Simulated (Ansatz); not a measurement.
Effect of pressure 1.5 GPa on hypothetical diamond Ta

Take Ta in the diamond structure (space group Fd-3m, No. 227; a = 6.0035 Å; a hypothetical phase, not in the database extracts checked) as the base.

The change: cell and atoms relaxed at a pressure of 1.5 GPa.

The values are results of Ansatz (an electronic-structure program), PBEsol, PAW, cutoff 420 eV, scalar-relativistic without spin-orbit coupling, not measurements. Γ-centred 13×13×13 mesh, Fermi–Dirac width 0.05 eV.

```json
[
 {"quantity": "volume per atom", "base": "27.05 Å³", "changed": "26.53 Å³", "shift": "-0.515 Å³"},
 {"quantity": "density", "base": "11.11 g/cm³", "changed": "11.32 g/cm³", "shift": "+0.216 g/cm³"},
 {"quantity": "lattice parameter a", "base": "6.003 Å", "changed": "5.965 Å", "shift": "-0.038 Å"},
 {"quantity": "shortest interatomic distance", "base": "2.600 Å", "changed": "2.583 Å", "shift": "-0.017 Å"},
 {"quantity": "enthalpy H = E + PV relative to the base's energy", "base": "–", "changed": "+0.25 eV/atom", "shift": "–"},
 {"quantity": "band gap", "base": "zero", "changed": "zero", "shift": "–"}
]
```

Cost of the whole job for the changed cell (relaxation, final SCF and bands): around 19 core-seconds (rough).

Load acts through the strain it causes; cell and atoms are relaxed under it. Whether these cells are dynamically stable was not tested. All final runs are without spin polarisation. Ta has a high density of states at the Fermi level and may be magnetic at this level.
